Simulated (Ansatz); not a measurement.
A (7,0) gold nanotube, relaxed period 4.718 Å, atoms relaxed at each strain.

```tsv
strain	energy (meV a period)	axial force (nN)
-0.015	+23.2	-1.07
+0.015	+37.0	+1.73
```

The numbers are results of PBE (plane waves to 420 eV, PAW; Ansatz, an electronic-structure program), not measurements. Mesh 1×1×14. No spin polarisation. Periodic along z alone, with about 11 Å of vacuum beside it. A hypothetical model, rolled from the flat sheet. It keeps the symmetry and period of its start, so it need not be a minimum against all distortions. Values not marked SOC lack spin–orbit coupling. Buckling under compression is shut out by symmetry and the short period. Energies are free energies at a Fermi–Dirac width of 0.05 eV, from the unstrained cell.

Mean diameter 6.40 Å.

Q: Work out the axial stiffness dF/dε in two ways, and what it means for a modulus.

A: From the forces: (+1.73 − (-1.07))/0.030 = 93.3 nN. From the energies: (E₊ + E₋)/(ε² c) = 0.0602 eV/(0.015² × 4.718 Å) = 56.71 eV/Å = 90.9 nN. The two agree to within 3 %. Spread over the circumference π × 6.40 Å, the force value is a sheet stiffness of 46 N/m.
